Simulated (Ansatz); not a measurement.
Input and output of a self-consistent single point for CaHg (P4mm, 2 atoms in the cell) (Ansatz, an electronic-structure program).

Method of the run: PBEsol, default PAW files made with PBE (plane waves; Ansatz).

```xyz
2
Lattice="3.7734 0.0000 0.0000 0.0000 3.7734 0.0000 0.0000 0.0000 3.7734" Properties=species:S:1:pos:R:3 pbc="T T T"
Ca     0.0000     0.0000     0.0500
Hg     1.8867     1.8867     1.8867
```

Reference input (self-consistent single point, DFT, PBEsol, plane waves, default PAW files made with PBE): basis.ecutwfc = 30.9 Ry; kpoints.mp_grid.grid = 9 9 9; hamiltonian.xc = pbesol; hamiltonian.pseudopotentials = {kind: paw} (the program's default PAW files); scf.occupations.method = gaussian; scf.occupations.width = 0.0073 Ry. This run's input differs from it in these lines:

Ansatz 0.2 input:
```diff
@@ -12,3 +12,3 @@
 kpoints:
-  mp_grid: { grid: [9, 9, 9] }
+  mp_grid: { grid: [21, 21, 21] }
 hamiltonian:
@@ -17,3 +17,3 @@
 scf:
-  occupations: { method: gaussian, width: 0.0073 Ry }
+  occupations: { method: gaussian, width: 0.022 Ry }
 output:
```

The program printed (abridged):

```
SCF iter   1: F=—  HF=-15462.991063 eV  |F-HF|=—  |Δ(HF+E_count)|=         —  Δρ=2.88e-3  dr2=5.07e-3  ethr=1.77e-3  ⟨swp⟩=5.5  Hψ=65858  notcnv=0
all-band conjugate gradients solve this SCF's bands
preconditioner: auto → Kerker (q_TF=auto, 2.476 Å⁻¹)
SCF iter   2: F=—  HF=-15462.990282 eV  |F-HF|=—  |Δ(HF+E_count)|=   7.81e-4  Δρ=1.49e-3  dr2=1.53e-3  ethr=1.69e-5  ⟨swp⟩=2.6  Hψ=26735  notcnv=0
   [... lines left out ...]
SCF iter   5: F=—  HF=-15462.989662 eV  |F-HF|=—  |Δ(HF+E_count)|=   4.64e-6  Δρ=3.68e-5  dr2=1.15e-6  ethr=5.96e-8  ⟨swp⟩=2.8  Hψ=21974  notcnv=0
SCF iter   6: F=-15462.989662 eV  HF=-15462.989662 eV  |F-HF|=2.05e-8  |Δ(HF+E_count)|=   1.46e-7  Δρ=9.23e-6  dr2=6.15e-8  ethr=3.33e-10  ⟨swp⟩=3.5  Hψ=60864  notcnv=0
the search or the solves at the SCF's close seem to have found levels that the self-consistency loop had missed (the run counts 1) …
SCF 1 converged in 6 iterations: F = -15462.989662 eV  dr2 = 6.15e-8
Free energy (F): -15462.989662 eV
Internal energy: -15462.936547 eV  (E = F + TS)
E sigma→0 (E₀):  -15462.963104 eV
Entropy (-TS):   -0.053115 eV (-26.558 meV/atom)
Fermi energy:    10.672972 eV
--- Forces (eV/Å), atoms counted from 1 ---
  atom   1  Ca     0.00000000     0.00000000    -0.09006624
  atom   2  Hg    -0.00000000     0.00000000     0.09005475
--- Stress (GPa, compression-positive) ---
       -1.559817       0.000000      -0.000000
        0.000000      -1.559817       0.000000
       -0.000000       0.000000      -1.576552
  P = ⅓ Tr σ = -1.5654 GPa (-15.654 kbar)
  The stress holds the Pulay correction. Without it, at fixed plane waves, as pw.x and ABINIT print it: P = -1.5847 GPa
```

The run converged in 6 iterations. Against the reference run the free energy goes down by 10.8 meV/atom, the pressure hardly changes (-1.62 to -1.57 GPa) and the largest force moves little (0.091 to 0.090 eV/Å).

The starting cell comes from a database of computed structures (which also holds hypothetical and non-ambient phases and stackings), without a prior relaxation at this level. Its lattice was rescaled by up to half a per cent. One atom was moved a little off its site on purpose. Ansatz's pressure includes its estimate of the finite-basis (Pulay) stress.

Cost on one core of a shared machine: roughly 70 s.
